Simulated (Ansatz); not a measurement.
**Band gap of SrC₂ (C2/c, No. 15) at several levels of theory**

No measured value is used here.

| level (code) | value (eV) | cell (Å³/atom) |
|---|---|---|
| LDA (Ansatz) | 1.90 | 17.96 |
| PBEsol (Ansatz) | 2.02 | 18.66 |
| r²SCAN (Ansatz) | 2.53 | 19.26 |
| r²SCAN-D4 (Ansatz) | 2.50 | 19.09 |
| r²SCAN+rVV10 (Ansatz) | 2.42 | 18.96 |
| HSE06 (Ansatz) | 3.49 | 19.26 |
| PBE0 (Ansatz) | 4.23 | 19.26 |

Computed values are for a static lattice. Spin–orbit coupling is included only where a level's name says +SOC; with heavier elements it mostly lowers gaps and can invert bands.  LDA, PBEsol, r²SCAN, r²SCAN-D4, r²SCAN+rVV10, HSE06, PBE0: the gap is read on the k mesh or supercell of the run alone and can be too large. LDA, PBEsol, r²SCAN, r²SCAN-D4, r²SCAN+rVV10: the relaxation could not lower the start's symmetry, so the cell can be a saddle point above a distorted one. Values are at the level's own equilibrium cell; HSE06 at the r²SCAN cell; PBE0 at the r²SCAN cell. K meshes differ between the levels. Ansatz's density-functional and Hartree–Fock values are scalar-relativistic unless marked +SOC, with PAW data made under PBE.

Ansatz is a quantum-chemistry and plane-wave program.
